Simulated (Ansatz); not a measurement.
SrO under load (space group R-3m), r2SCAN, rigid bands run with Ansatz (a quantum-chemistry and plane-wave program). Condition of this run: biaxial stress in (111) of -7.2 GPa (compression positive) (the target of the relaxation). Band gap 3.67 eV, N_c = 3.46e19 cm⁻³ and N_v = 4.87e19 cm⁻³ at 300 K, conductivity masses of 0.532 mₑ (electrons) and 1.56 mₑ (holes). Take k_BT = 0.02585 eV.

Task: Find the intrinsic carrier density and the intrinsic Fermi level.

Result: n_i = √(N_c N_v) exp(−E_g/2k_BT) = 4.10e19 × exp(−70.98) = 6.1e-12 cm⁻³. The level lies (k_BT/2) ln(N_v/N_c) = 4 meV from mid-gap (positive towards the conduction band). Each 0.1 eV added to the gap lowers n_i by a factor of 6.9.

Task: What thermal injection velocity √(2k_BT/πm) limits a ballistic channel?

Result: 7.38e6 cm/s for electrons and 4.31e6 cm/s for holes, a ratio of √(m_h/m_e) = 1.71, for dilute carriers.

Task: A film of it is 3 nm thick. Estimate the confinement energies in an infinite well.

Result: ħ²π²/(2m t²) = 0.376 eV·nm²/(m/mₑ × t²) gives 78.5 meV for electrons and 26.8 meV for holes, so the gap would widen to about 3.78 eV. Finite barriers and nonparabolic bands lower this, and with several valleys or bands the heaviest mass along the normal sets the lowest level, not this average.

Rigid bands with the computed gap; masses take one relaxation time for all states. Spin-orbit coupling is left out; where it splits the top of the valence band, N_v and the p-type Seebeck coefficient come out somewhat high without it. Geometry: cell and atoms relaxed with PBEsol.
